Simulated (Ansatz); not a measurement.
The parent structure is V₃Si in the A15 (Cr3Si type) structure (space group Pm-3n, No. 223; a = 4.650 Å).

The values are results of PBEsol (Ansatz, a program for electronic structure, PAW, scalar-relativistic without spin-orbit coupling), earlier PAW set, not measurements.

Base values:

The lattice parameter a is 8.787 bohr and the band gap comes out as zero.

It is then changed as follows: a hydrostatic pressure of 30 GPa.

Task: What happens to the lattice parameter a and band gap?

Result: The lattice parameter a falls by 0.331 bohr (8.787 bohr → 8.456 bohr); the band gap remains zero.

Load acts through the strain it causes; cell and atoms are relaxed under it. No phonon test of stability was made. Competing high-pressure phases were not computed. Seeded moments were not kept for the base. The final runs are not spin-polarised.
